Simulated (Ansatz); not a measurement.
## wurtzite ZnO: the defect N on the O site + 1 H

Calculation: PBE, PAW (plane waves to 420 eV; Ansatz, a quantum-chemistry and plane-wave program). Set-up: 96-site cell; 2×2×2 shifted k-points; start: the O site; H antibonding at the dopant; not converged in cell size; relaxed from one start, so a lower configuration may exist; flagged in the runs: a host whose relaxation on this sampling wasn't shown to rest.

Neighbours after relaxation, in Å: of the N atom: H 1.04, Zn 2.04, Zn 2.04, Zn 2.05, Zn 2.05; of the H atom: N 1.04, Zn 2.08, Zn 2.08, Zn 2.11, O 2.38, O 2.38.

The name describes the start; the neighbours show where the atoms ended.

```
charge         moment (μB)  largest move off a lattice site (Å)
------  ------------------  -----------------------------------
0       not spin-polarised                                 0.18
```

Flagged in the runs: a host whose relaxation on this sampling wasn't shown to rest.
